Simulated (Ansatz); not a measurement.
Ansatz (a quantum-chemistry and plane-wave program), DFT, PBE, plane waves, its default PAW files: 3C-SiC, 2 atoms. Basis and mesh were picked for this test and aren't claimed converged.

| Property | Value |
|---|---|
| cell | 3.08, 3.08, 3.08 Å; 60, 60, 60° |
| task | phonons |
| k mesh | 8×8×8 |
| hamiltonian.xc | pbe |
| kind of files | paw |
| scf.occupations.method | fixed |
| phonons.method | dfpt |
| phonons.qmesh | 4×4×4 |
| memory maximum (--max-ram) | 200GiB |
| accuracy | medium (default) |
| basis.precision | auto (default) |
| basis.xc_grid | 2 (default) |
| scf.eigensolver.kind | auto (default) |
| scf.mixing.algorithm | auto (default) |
| scf.mixing.preconditioner | auto (default) |
| scf.convergence.dr2_threshold | 1e-11 (default) |
| scf.lower_state_search | light (default) |
| k-points after symmetry | 29 |
| bands at the start | 8 |
| electrons | 8 |
| plane waves at Γ | 411 |
| cutoff (eV) | 420 |
| FFT grid | 24×24×24 |
| symmetry operations | 24 |

Machine: one whole node, Arm Neoverse V2, 96 cores on 1 socket, no SMT, 1 L3 cache group; 94 cores' worth of CPU time may be used.

Each time is the median wall time of two to five repeats, run one at a time on the otherwise empty machine; start-up is included. Processes are pinned to neighbouring cores unless said otherwise. The times hold for this build (release build for Arm (Neoverse V2), one process with threads). Scratch files lie in a memory file system.

Measured so far:

```tsv
cores	layout	wall time
4	4 threads	13 s
8	8 threads	7.4 s
```

### Question
Still to be tried: 16 threads; 32 threads; 64 threads; 88 threads. Up to how many cores does parallel efficiency stay at 50 % or above, and where is the shortest time?

### Answer
Efficiency, counted from 4 cores, stays above one half up to 16 cores and is 42 % at 32. The time no longer falls beyond 32 cores (3.8 s; the least measured is 3.7 s on 64, level within 8 % or the scatter of repeats). The largest part on 88 cores, responses and set-up outside the phases, takes 12 s on 4 and 3.4 s there.

```json
[
 {"cores": "4", "layout": "4 threads", "wall time": "13 s", "speed-up over 4": "1.0×", "efficiency": "100 %", "core-seconds": "52"},
 {"cores": "8", "layout": "8 threads", "wall time": "7.4 s", "speed-up over 4": "1.7×", "efficiency": "87 %", "core-seconds": "59"},
 {"cores": "16", "layout": "16 threads", "wall time": "4.9 s", "speed-up over 4": "2.6×", "efficiency": "66 %", "core-seconds": "78"},
 {"cores": "32", "layout": "32 threads", "wall time": "3.8 s", "speed-up over 4": "3.4×", "efficiency": "42 %", "core-seconds": "120"},
 {"cores": "64", "layout": "64 threads", "wall time": "3.7 s", "speed-up over 4": "3.5×", "efficiency": "22 %", "core-seconds": "240"},
 {"cores": "88", "layout": "88 threads", "wall time": "3.9 s", "speed-up over 4": "3.3×", "efficiency": "15 %", "core-seconds": "340"}
]
```

Keys are those of Ansatz 0.2.
